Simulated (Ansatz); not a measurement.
Armchair MoS2 nanoribbon, N = 8, bare edges

Levels: PBE (plane waves to 420 eV, PAW; Ansatz, an electronic-structure program); PBE with spin-orbit coupling run with Ansatz; r2SCAN (plane waves to 500 eV, PAW; Ansatz); Ansatz with HSE06. Unmarked values and the geometry are of the first. Mesh 1×1×6. No spin polarisation, so a magnetic state wasn't tested. Isolated but for its images some 11 Å away. An idealised model, cut from the flat sheet. Only distortions within the start's symmetry and period were free. Values not marked SOC lack spin–orbit coupling. HSE06 ran on a 1×1×4 mesh and at PBE's edge points.

* **period along the axis (24 atoms)**: 5.473 Å
* **largest distance between nuclei across the axis**: 11.74 Å
* **edge energy against the flat MoS2 sheet, per length of one edge**: +0.717 eV/Å
* **PBE gap**: 0.55 eV, direct at Γ
* **electron mass along the axis (PBE)**: 1.1 mₑ
* **hole mass along the axis (PBE)**: 1.1 mₑ
* **PBE+SOC gap at this geometry**: 0.55 eV
* **r2SCAN gap at this geometry**: 0.72 eV
* **HSE06 gap at this geometry**: 1.21 eV

```xyz
24
Lattice="22.5000 0.0000 0.0000 0.0000 14.5000 0.0000 0.0000 0.0000 5.4726" Properties=species:S:1:pos:R:3 pbc="T T T"
S      5.5906     5.6950     3.6006
Mo     5.8555     7.2500     1.9435
S      5.5906     8.8050     3.6006
S      7.2817     5.6512     0.8866
Mo     7.1803     7.2500     4.6072
S      7.2817     8.8488     0.8866
S      8.8214     5.7184     3.6541
Mo     8.8589     7.2500     1.7896
S      8.8214     8.7816     3.6541
S     10.4633     5.6807     0.9128
Mo    10.4545     7.2500     4.5628
S     10.4633     8.8193     0.9128
S     12.0367     5.6807     3.6491
Mo    12.0455     7.2500     1.8265
S     12.0367     8.8193     3.6491
S     13.6786     5.7184     0.9178
Mo    13.6411     7.2500     4.5259
S     13.6786     8.7816     0.9178
S     15.2183     5.6512     3.6229
Mo    15.3197     7.2500     1.8709
S     15.2183     8.8488     3.6229
S     16.9094     5.6950     0.8643
Mo    16.6445     7.2500     4.6798
S     16.9094     8.8050     0.8643
```
